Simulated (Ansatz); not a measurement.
Base system: AlAs in the zinc blende structure (space group F-43m, No. 216; a = 5.6743 Å). Axes: x, y, z lie along the cube axes.

Levels (all Ansatz, an electronic-structure program, PAW, earlier PAW set): PBEsol (420 eV, without spin-orbit coupling); HSE06 (420 eV, scalar-relativistic without spin-orbit coupling).

Its gap is 1.34 eV with PBEsol and 2.09 eV with HSE06.

Now apply this change: the cell is compressed by 2.15 % along x with no lateral relaxation; the atoms relax in the strained cell.

With PBEsol the gap becomes 1.17 eV.

Task: If the HSE06 correction stayed the same, what would the HSE06 gap be, and what does the HSE06 run give?

Result: A rigid correction of +0.75 eV gives 1.92 eV. The HSE06 run gives 1.91 eV, so the two effects roughly add.

Single points use the geometry relaxed with PBEsol. HSE06 gaps are upper bounds (no full band path). Whether these cells are dynamically stable was not tested.
